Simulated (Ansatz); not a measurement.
Defect migration in monoclinic HfO2: interstitial Sc, charge state +3. The step: a concerted move, in which Sc travels most; the atom moves 1.45 Å along (-0.25, 0.09, -0.13) of the unit cell; the moving atom starts with neighbours O at 1.95, O at 1.98, O at 2.08, O at 2.12, O at 2.20, O at 2.37 Å and ends with O at 1.95, O at 1.98, O at 2.08, O at 2.12, O at 2.20, O at 2.37 Å. A PBE band in Ansatz (plane-wave PAW, the Γ point alone, 96 host sites, 57 SCF runs with any check of the saddle's order, static, no finite-size correction) gives a forward barrier of 0.33 eV. The program found a first-order saddle point. The charge state is imposed; whether it is stable for some Fermi level was not computed. Sites that were not tried may lie lower.

Single points at the band's start and saddle point can refine it. Rough cost of one point, in units of the band's mean SCF on the same machine:

| Level | Cost of one point |
|---|---|
| PBE, a 2×2×2 k-point mesh shifted by half a step | about 10 |
| r2SCAN at 500 eV, the Γ point alone | about 2 |

Which of these move the barrier by more than 0.1 eV, and how far does each move it?

Not one does. PBE, a 2×2×2 k-point mesh shifted by half a step: +0.01 eV; r2SCAN at 500 eV, the Γ point alone: +0.06 eV. Each functional is compared with PBE at the same k-points.

Ansatz is a quantum-chemistry and plane-wave program.
